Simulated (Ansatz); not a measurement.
The starting structures come from a database of crystals and need not be the phases stable at ambient conditions.

The decay constant κ of evanescent states in the gap governs leakage through a thin film.

Consider the following.

```
CaMgAsFO4
1.0
    7.20674     0.00000     0.00000
    0.00000     9.05468     0.00000
    1.35633     4.52734     3.11747
Ca Mg As O F
2 2 2 8 2
Direct
  0.75757   0.83539   0.99436
  0.25757   0.17025   0.99436
  0.99953   0.50297   0.99238
  0.49953   0.50465   0.99238
  0.25062   0.82383   0.99428
  0.75062   0.18189   0.99428
  0.92188   0.24379   0.63416
  0.42188   0.12205   0.63416
  0.37973   0.60292   0.22252
  0.87973   0.17456   0.22252
  0.12081   0.83084   0.76636
  0.62081   0.40280   0.76636
  0.07720   0.76465   0.34942
  0.57720   0.88593   0.34942
  0.25046   0.42292   0.98952
  0.75046   0.58756   0.98952
```

Space group of this cell: Cc. The cell is taken as given; by r2SCAN its mean pressure is -6.5 GPa.

Transport runs along the normal of the first two printed cell vectors.

The gap is the functional's own, uncorrected, and κ follows it; spin-orbit coupling is left out. Mid-gap values are interpolated between the computed energies.

Task: Estimate the band gap and the smallest decay constant κ at mid-gap that r2SCAN (Ansatz, a program for electronic structure) returns for this system.

Result: Gap 4.61 eV on a 6×10×10 mesh; κ = 0.397 1/Å, at the zone centre.
